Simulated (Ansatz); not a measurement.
# ZnSe, response to strain

Take ZnSe in the zinc blende structure (space group F-43m, No. 216; a = 5.5675 Å) as the base. Axes: x, y, z lie along the cube axes.

Strains are applied to the cell and any free atomic positions relax; under biaxial strain the out-of-plane vector relaxes too.

Level of theory: LDA/PAW in Ansatz (a first-principles code), scalar-relativistic without spin-orbit coupling.

Candidates:
(a) biaxial strain −0.50 %, plane normal [001], relaxed out of plane
(b) biaxial strain +1.50 %, plane normal [001], relaxed out of plane
(c) biaxial strain +0.50 %, plane normal [001], relaxed out of plane
(d) biaxial strain +1.00 %, plane normal [001], relaxed out of plane

Question: Order them by out-of-plane strain, lowest first.

Answer: (b) biaxial strain +1.50 %, plane normal [001], relaxed out of plane (-1.84 %), (d) biaxial strain +1.00 %, plane normal [001], relaxed out of plane (-1.22 %), (c) biaxial strain +0.50 %, plane normal [001], relaxed out of plane (-0.61 %), (a) biaxial strain −0.50 %, plane normal [001], relaxed out of plane (+0.60 %)

No phonon test of stability was made.
